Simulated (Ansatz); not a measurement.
The parent structure is SiC in the wurtzite structure (space group P6_3mc, No. 186; a = 3.092 Å, c = 5.074 Å).

(Cell as relaxed with PBE.)

Levels (all Ansatz, a first-principles code, PAW, earlier PAW set): PBE (420 eV, scalar-relativistic without spin-orbit coupling); r2SCAN (500 eV, scalar-relativistic without spin-orbit coupling).

Each level relaxes its own structure.

```json
[
 {"quantity": "volume per atom", "PBE": "10.50 Å³", "r2SCAN": "10.34 Å³"},
 {"quantity": "lattice parameter a", "PBE": "3.092 Å", "r2SCAN": "3.075 Å"},
 {"quantity": "lattice parameter c", "PBE": "5.074 Å", "r2SCAN": "5.049 Å"},
 {"quantity": "band gap", "PBE": "2.31 eV", "r2SCAN": "2.65 eV"},
 {"quantity": "gap character", "PBE": "indirect, Γ → K", "r2SCAN": "indirect, Γ → K"},
 {"quantity": "electron mass", "PBE": "0.27 mₑ along c, 0.44 mₑ across", "r2SCAN": "0.26 mₑ along c, 0.43 mₑ across"}
]
```

PBE's volume per atom lies 0.16 Å³ above r2SCAN's (1.6 %); PBE's lattice parameter a lies 0.0164 Å above r2SCAN's (0.5 %); PBE's lattice parameter c lies 0.0256 Å above r2SCAN's (0.5 %); PBE's band gap lies 0.34 eV below r2SCAN's; the two agree on the gap character. Neither level is exact; r2SCAN is the comparison here, not a measurement.

Masses are band curvatures over ±0.01 Å⁻¹ around the edge. Stability against distortions was not tested.
